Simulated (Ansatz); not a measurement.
Consider Ru in the diamond structure (space group Fd-3m, No. 227; a = 5.455 Å; a hypothetical phase, not in the database extracts checked).

(Cell as relaxed with PBE.)

Levels (all Ansatz, a first-principles code, PAW): PBE (420 eV, scalar-relativistic without spin-orbit coupling); PBEsol (420 eV, without spin-orbit coupling).

Each level relaxes its own structure.

| base | PBE | PBEsol |
|---|---|---|
| volume per atom | 20.29 Å³ | 19.58 Å³ |
| lattice parameter a | 545.5 pm | 539.1 pm |
| band gap | zero | zero |

One thing is altered: a negative pressure, −1 GPa.

| quantity | PBE | PBEsol |
|---|---|---|
| volume per atom | 20.41 Å³ | (withheld) |
| band gap | zero | (withheld) |

### Question
Given the PBE results, estimate those of PBEsol.

### Answer

- volume per atom, PBEsol: 19.69 Å³
- band gap, PBEsol: zero

PBE's volume per atom lies 0.72 Å³ above PBEsol's (3.7 %); the two agree on the band gap. Neither level is exact; PBEsol is the comparison here, not a measurement.

Load acts through the strain it causes; cell and atoms are relaxed under it. Whether these cells are dynamically stable was not tested. All final runs are without spin polarisation.
